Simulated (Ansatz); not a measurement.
# Sn on a Ru site (middle of the slab) in a 3x3 cell of the 1x1 (0001) surface of hcp Ru

All values below come from PBE (plane waves to 420 eV, PAW; Ansatz, a quantum-chemistry and plane-wave program).

Slab: 36 atoms, 6.3 Å thick at the start (thin: gaps and levels are the slab's own); k 4x4x1, smearing 0.1 eV, dipole-corrected; 9 atoms held, the rest relaxed; start symmetry kept, larger cells not searched; no spin, no spin-orbit, no U.

```json
{
 "formation energy against hcp Ru, beta tin": "0.93 eV",
 "work_function_of_the_top_face": "4.98 eV",
 "change_of_the_work_function": "-0.018 eV",
 "change_of_the_step_from_the_bottom_to_the_top_vacuum_level_against_the_clean_slab": "-0.009 eV",
 "energy_released_by_relaxation": "0.45 eV",
 "largest_move_of_a_host_atom": "0.12 Å"
}
```
